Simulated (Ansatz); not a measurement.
A computed series for CaO: response to strain

The reference is CaO in the NiAs type structure (space group P6_3/mmc, No. 194; a = 3.3006 Å, c = 5.7879 Å; a model cell, its experimental status unchecked). Axes: x lies along a and z along c of the hexagonal cell.

Strains are applied to the cell and any free atomic positions relax; under biaxial strain the out-of-plane vector relaxes too.

Calculations: PBEsol (Ansatz, a quantum-chemistry and plane-wave program; PAW; 420 eV plane waves; scalar-relativistic without spin-orbit coupling).

```csv
"biaxial strain, plane normal [001], relaxed out of plane (%)",out-of-plane strain (%)
-4.07,1.03
-3.79,0.95
-0.77,0.16
-0.55,?
0,0.00
```

### Question
Fit ε⊥ = −νε + γε² (strains in %) to the rows shown and predict the withheld row.

### Answer
Least squares on the printed values gives ν = 0.20 (the biaxial Poisson response) and γ = 0.013 (largest residual 0.00 %); this predicts 0.11 %, and the run gives 0.11 %, in agreement.

Whether these cells are dynamically stable was not tested. This is not the structure that CaO has at room temperature and ambient pressure.
